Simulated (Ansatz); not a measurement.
Consider the following.

```xyz
12
Lattice="3.2334 0.0000 0.0000 1.6167 2.8002 0.0000 0.0000 0.0000 24.2403" Properties=species:S:1:pos:R:3 pbc="T T T"
Li     2.4251     0.4667     7.5313
O      0.8084    -0.4667     8.1541
Li     4.0418     1.4001     8.8191
Li     4.0418    -0.4667    10.1404
O      2.4251    -1.4001    10.8002
Li     5.6585     0.4667    11.4599
Li     5.6585    -1.4001    12.7804
O      4.0418    -2.3335    13.4401
Li     7.2752    -0.4667    14.0998
Li     7.2752    -2.3335    15.4212
O      5.6585    -3.2669    16.0862
Li     8.8919    -1.4001    16.7089
```

No spin polarisation.

Level of theory: plane-wave PAW DFT at the r2SCAN level (Ansatz, a quantum-chemistry and plane-wave program, 500 eV), without spin-orbit coupling. Settings: 12×12×1 k-points, 0.05 eV Fermi–Dirac smearing. The cell is a slab with vacuum along z.

### Question
Predict the band gap, valence-band top at Γ and gap character.

### Answer
- Band gap: 3.44 eV
- Valence-band top at Γ (three highest levels, from the VBM): 0.00, 0.00, -0.07 eV
- Gap character: direct at Γ

Whether these cells are dynamically stable was not tested. The cell was made from Li$_{2}$O in the anti-fluorite structure (space group Fm-3m, No. 225) by this change: a free-standing slab of 4 layers (12 atoms, 3 a layer) is cut normal to [111], with 15 Å of vacuum and the in-plane cell held at bulk.
